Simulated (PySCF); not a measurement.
PySCF 2.14.0, unrestricted B3LYP/def2-svp, df: bromine monochloride cation (ClBr), charge +1, multiplicity 2, 2 atoms. The geometry is a generated start, not checked to be a minimum at this level.

| Property | Result |
|---|---|
| task | energy |
| method | b3lyp |
| basis | def2-svp |
| two-electron scheme | density fitting |
| mol.max_memory | 3000 MB |
| mf.max_cycle | 100 |
| mf.conv_tol | 1e-09 (default) |
| mf.grids.level | 3 (default) |
| basis functions | 50 |
| grid points | 39304 |

```xyz
2

Cl     1.0679    -0.0175     0.0091
Br    -1.0679     0.0175    -0.0091
```

Charge 1 and multiplicity 2 are set for this test and not shown to be the ground state.

With the defaults (mf.DIIS = CDIIS, mf.diis = true, mf.diis_damp = 0, mf.diis_space = 8, mf.init_guess = minao, mf.level_shift = 0, mf.damp = 0, mf.diis_start_cycle = 1) it converges in 12 Fock builds. One run each on 2 threads, 1 BLAS thread, with these changes:
- mf.diis = false, mf.damp = 0.7, mf.diis_start_cycle = 999
- mf.diis_damp = 0.3
- mf.level_shift = 0.3 Hartree
- mf.init_guess = huckel
- mf.diis = false
- mf.diis_space = 20
- mf.diis_space = 12
- mf.DIIS = ADIIS
- mf.DIIS = EDIIS

Task: Name the settings that don't reach the solution of the defaults.

Result: No convergence: mf.DIIS = EDIIS; mf.diis = false (the run ends without SCF convergence in 100 cycles). The rest reach the solution of the defaults.

```
setting                                                    Fock builds             end
---------------------------------------------------------  -----------  --------------
the defaults                                                        12   same solution
mf.diis_damp = 0.3                                                  12   same solution
mf.diis_space = 12                                                  12   same solution
mf.init_guess = huckel                                              12   same solution
mf.diis_space = 20                                                  12   same solution
mf.level_shift = 0.3 Hartree                                        19   same solution
mf.DIIS = ADIIS                                                     20   same solution
mf.diis = false, mf.damp = 0.7, mf.diis_start_cycle = 999           28   same solution
mf.DIIS = EDIIS                                                    101  no convergence
mf.diis = false                                                    101  no convergence
```
